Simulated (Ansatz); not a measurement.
composition Si7Ge, cell Si56Ge8, first heated far above this temperature, then brought to it, at a temperature that wasn't checked against the liquidus, so perhaps supercooled [in the run: it was liquid; mean temperature 1690 K (target 1650 K); density 2.91 g/cm³; one k-point, which a denser mesh shifts by 0.0 GPa in pressure and 0.11 eV/Å in forces]. The atoms began on random sites, so units and networks may differ from a laboratory melt's. Bonds are counted up to Ge-Ge 3.46 Å, Ge-Si 3.54 Å, Si-Si 3.30 Å.

**Question.** What distribution of Si-Ge-Si angles does PBE in Ansatz (an electronic-structure program) give?

**Answer.** mean 96°, standard deviation 34°.
| angle (°) | p (1/°) |
|---|---|
| 1.5 | 0.0000 |
| 4.5 | 0.0000 |
| 7.5 | 0.0000 |
| 10.5 | 0.0000 |
| 13.5 | 0.0000 |
| 16.5 | 0.0000 |
| 19.5 | 0.0000 |
| 22.5 | 0.0000 |
| 25.5 | 0.0000 |
| 28.5 | 0.0000 |
| 31.5 | 0.0000 |
| 34.5 | 0.0000 |
| 37.5 | 0.0007 |
| 40.5 | 0.0039 |
| 43.5 | 0.0087 |
| 46.5 | 0.0104 |
| 49.5 | 0.0116 |
| 52.5 | 0.0107 |
| 55.5 | 0.0092 |
| 58.5 | 0.0084 |
| 61.5 | 0.0075 |
| 64.5 | 0.0076 |
| 67.5 | 0.0084 |
| 70.5 | 0.0083 |
| 73.5 | 0.0091 |
| 76.5 | 0.0089 |
| 79.5 | 0.0092 |
| 82.5 | 0.0098 |
| 85.5 | 0.0099 |
| 88.5 | 0.0098 |
| 91.5 | 0.0098 |
| 94.5 | 0.0098 |
| 97.5 | 0.0096 |
| 100.5 | 0.0095 |
| 103.5 | 0.0091 |
| 106.5 | 0.0089 |
| 109.5 | 0.0087 |
| 112.5 | 0.0091 |
| 115.5 | 0.0084 |
| 118.5 | 0.0081 |
| 121.5 | 0.0078 |
| 124.5 | 0.0074 |
| 127.5 | 0.0081 |
| 130.5 | 0.0071 |
| 133.5 | 0.0067 |
| 136.5 | 0.0070 |
| 139.5 | 0.0061 |
| 142.5 | 0.0059 |
| 145.5 | 0.0049 |
| 148.5 | 0.0047 |
| 151.5 | 0.0040 |
| 154.5 | 0.0042 |
| 157.5 | 0.0040 |
| 160.5 | 0.0033 |
| 163.5 | 0.0027 |
| 166.5 | 0.0021 |
| 169.5 | 0.0018 |
| 172.5 | 0.0013 |
| 175.5 | 0.0007 |
| 178.5 | 0.0003 |
